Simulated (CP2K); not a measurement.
CP2K run on Be₅Pt (P1, 6 atoms in the cell): self-consistent single point.

Computed with PBEsol, GPW, DZVP-MOLOPT-SR-GTH basis, GTH-PBE potentials (GTH_POTENTIALS) in CP2K 2026.2.

The change in words: lattice scaled by 0.98. Reference geometry:
```xyz
6
Lattice="4.2162 0.0000 0.0000 2.1081 3.6513 0.0000 2.1081 1.2171 3.4425" Properties=species:S:1:pos:R:3 pbc="T T T"
Be     2.1635     1.2716     0.8477
Be     4.2293     2.3788     0.4177
Be     4.1389     1.2255     2.1681
Be     5.2510     3.0592     2.2110
Be     3.1755     3.0614     2.1066
Pt     0.0148    -0.0425    -0.0055
```

Reference input (self-consistent single point, DFT PBEsol, GPW, DZVP-MOLOPT-SR-GTH basis, GTH-PBE potentials (GTH_POTENTIALS)): CUTOFF = 600 Ry; REL_CUTOFF = 50 Ry; SMEAR/METHOD = FERMI_DIRAC; ELECTRONIC_TEMPERATURE = 1578.21 K; KPOINTS/SCHEME = MONKHORST-PACK 5 5 5; XC_FUNCTIONAL = PBE:PBESOL; Be/BASIS_SET = DZVP-MOLOPT-SR-GTH; Be/POTENTIAL = GTH-PBE-q4; Pt/BASIS_SET = DZVP-MOLOPT-SR-GTH; Pt/POTENTIAL = GTH-PBE-q18; METHOD = GPW; EPS_DEFAULT = 1e-10. This run's input differs from it in these lines:

```diff
@@ -66,5 +66,5 @@
     &CELL
-      A 4.21619500 0.00000000 0.00000000
-      B 2.10809700 3.65133200 0.00000000
-      C 2.10809700 1.21711100 3.44250900
+      A 4.13187100 0.00000000 0.00000000
+      B 2.06593500 3.57830500 0.00000000
+      C 2.06593500 1.19276800 3.37365900
       PERIODIC XYZ
```

Output (repeated stretches shortened):

```
 SCF WAVEFUNCTION OPTIMIZATION

  Step     Update method      Time    Convergence         Total energy    Change
     1 NoMix/Diag. 0.30E+00      -     1.42517487      -195.5399800648 -1.96E+02
     2 Broy./Diag. 0.30E+00      -     0.27701112      -196.9243291443 -1.38E+00
     3 Broy./Diag. 0.30E+00      -     0.07067507      -193.9316830141  2.99E+00
     4 Broy./Diag. 0.30E+00      -     0.03634633      -193.0757111845  8.56E-01
     5 Broy./Diag. 0.30E+00      -     0.00857888      -192.9905957958  8.51E-02
     6 Broy./Diag. 0.30E+00      -     0.00130290      -193.1073179539 -1.17E-01
   [... 2 lines left out ...]
     9 Broy./Diag. 0.30E+00      -     0.00004017      -193.1070232891 -1.10E-05
    10 Broy./Diag. 0.30E+00      -     0.00001117      -193.1074359852 -4.13E-04
    11 Broy./Diag. 0.30E+00      -     0.00000165      -193.1073672914  6.87E-05
    12 Broy./Diag. 0.30E+00      -     0.00000093      -193.1073521973  1.51E-05
  *** SCF run converged in    12 steps ***

  Overlap energy of the core charge distribution:               0.00000000000731
  Self energy of the core charge distribution:               -252.23614304458155
  Core Hamiltonian energy:                                     43.13772470091181
  Hartree energy:                                              41.58683944700785
  Exchange-correlation energy:                                -25.59542920582411
  Electronic entropic energy:                                  -0.00034409359843
  Fermi energy:                                                 0.40977940471581

  Total energy:                                              -193.10735219729568
  Total energy (extrapolated to T->0):                       -193.10718015049648

   [... lines left out ...]

 STRESS| Analytical stress tensor [bar]
 STRESS|                        x                   y                   z
 STRESS|      x        1.07809156444E+05  -4.36486020845E+03  -4.69192608798E+03
 STRESS|      y       -4.36486020845E+03   1.04901109611E+05   4.04723941095E+03
 STRESS|      z       -4.69192608798E+03   4.04723941095E+03   1.00657687001E+05
 STRESS| 1/3 Trace                                             1.04455984352E+05
```

The run converged in 12 iterations. Against the reference run the free energy goes up by 14.1 meV/atom, the pressure goes from -1.19 to 10.45 GPa and the largest force goes from 0.937 to 1.110 eV/Å.

The starting cell comes from a database of computed structures (which also holds hypothetical and non-ambient phases and stackings), without a prior relaxation at this level. Its atoms were displaced at random from the sites of space group no. 216. For this run, on top of that: lattice scaled by 0.98. Spin polarisation is off. Values carry the incompleteness of an atom-centred basis. The potentials were made for another functional than the one used. With a pressure of about 10 GPa the cell is away from its equilibrium volume at this level. Forces in this geometry exceed 1 eV/Å.

Cost on one core of a shared machine: roughly 40 s.
